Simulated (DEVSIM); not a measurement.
System: Schottky contact on p-type Si, at 300 K.

Layer 1 from the left is Si, thickness (μm) 0.310, Na (cm⁻³) 1.8e15, τn (s) 9e-5, τp (s) 9e-5.

Left contact: Schottky, work function 4.534 eV, emission velocity 1.8e6 cm/s. Right contact: ohmic. Voltage is applied to the left contact. Recombination: SRH at mid-gap, radiative. Gap narrowing is on: ΔEg = 6.92 meV × (l + √(l² + 0.5)), l = ln(N/1.3e17 cm⁻³), shared equally by both band edges. Mobility is μmin + (μ − μmin)/(1 + (N/Nref)^α).

The device is made up for the run: typed textbook-type constants, with dimensions and the other settings drawn at random. Values at 300 K.

Si: gap (eV) 1.124, affinity (eV) 4.05, permittivity 11.7, Nc (cm⁻³) 2.86e19, Nv (cm⁻³) 3.1e19, μn (cm²/Vs) 1417, μp (cm²/Vs) 470, μn,min 52, μp,min 45, Nref,n 9.7e16, Nref,p 2.2e17, αn 0.68, αp 0.72, B (cm³/s) 4.7e-15.

DEVSIM, 1D drift-diffusion, Boltzmann statistics, complete ionisation; no tunnelling, impact ionisation, image-force lowering or self-heating. Metal contacts follow the ideal Schottky-Mott rule: no Fermi-level pinning, no interface dipoles.

Dark forward current:

```
|V| (V)  |J| (A/cm²)
-------  -----------
0.05       0.0007448
0.10        0.005732
0.15         0.03890
0.20          0.2557
0.25           1.621
0.30           9.406
0.35           43.62
0.40           136.6
0.45           290.9
0.50           480.2
0.55           684.3
0.60           893.9
0.65            1106
0.70            1318
0.75            1531
0.80            1744
0.85            1957
0.90            2170
```

Problem. Work out the local ideality factor n = ΔV / (kT/q · ln(J2/J1)) between the rows 0.15 and 0.20 V, 0.85 and 0.90 V.

Solution. kT/q = 25.85 mV. From 0.15 to 0.20 V: ln(0.2557/0.03890) = 1.883, n = 1.03, near the 1 of diffusion or emission over a barrier. From 0.85 to 0.90 V: ln(2170/1957) = 0.103, n = 18.72.

Problem. Estimate the current at 0.20 V for emission alone, J0 = q v N_band exp(−φB/kT), and read the barrier back from the simulated current.

Solution. φB = 0.640 eV, N_band = 3.10e19 cm⁻³, J0 = 0.000158 A/cm²; J = J0 (exp(qV/kT) − 1) = 0.362 A/cm². The simulation gives 0.256 A/cm²; the estimate lies 42 % above. Read backwards, the simulated current gives an apparent barrier of 0.649 eV. The estimate leaves out transport through the depletion region and minority injection.
